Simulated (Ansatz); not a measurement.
This Ansatz (a program for electronic structure) input is the reference run, CaO in the rock salt structure (space group Fm-3m, No. 225), computed with PBEsol/PAW in Ansatz, scalar-relativistic without spin-orbit coupling:

Ansatz 0.2 input:
```yaml
crystal:
  lattice:
    - [0, 2.3835552464, 2.3835552464]
    - [2.3835552464, 0, 2.3835552464]
    - [2.3835552464, 2.3835552464, 0]
  atoms:
    - { symbol: Ca, position: [0, 0, 0] }
    - { symbol: O, position: [0.5, 0.5, 0.5] }
basis: { ecutwfc: 420, ecutrho_ratio: 4, xc_grid: 2, fft_grid_basis: typed }
kpoints: { mp_grid: { grid: [12, 12, 12] } }
hamiltonian:
  xc: pbesol
  dispersion: none
  pseudopotentials: { kind: paw }
scf: { occupations: { method: fermi_dirac, width: 0.05 }, convergence: { dr2_threshold: 0.0000000002 } }
output: { forces: true, stress: true }
checkpoint: { write: state.ck, write_every: 1000 }
```

**Question.** Write the input for this change: an isotropic linear strain of +0.50 %; the atoms relax in the strained cell.

**Answer.** 
Ansatz 0.2 input:
```yaml
crystal:
  lattice:
    - [0, 2.3954730226, 2.3954730226]
    - [2.3954730226, 0, 2.3954730226]
    - [2.3954730226, 2.3954730226, 0]
  atoms:
    - { symbol: Ca, position: [0, 0, 0] }
    - { symbol: O, position: [0.5, 0.5, 0.5] }
basis: { ecutwfc: 420, ecutrho_ratio: 4, xc_grid: 2, fft_grid_basis: typed }
kpoints: { mp_grid: { grid: [12, 12, 12] } }
hamiltonian:
  xc: pbesol
  dispersion: none
  pseudopotentials: { kind: paw }
scf: { occupations: { method: fermi_dirac, width: 0.05 }, convergence: { dr2_threshold: 0.0000000002 } }
relax: { f_tol: 0.005, max_steps: 50 }
output: { forces: true, stress: true }
checkpoint: { write: state.ck, write_every: 1000 }
```
This is the input that was run.

Stability against distortions was not tested.
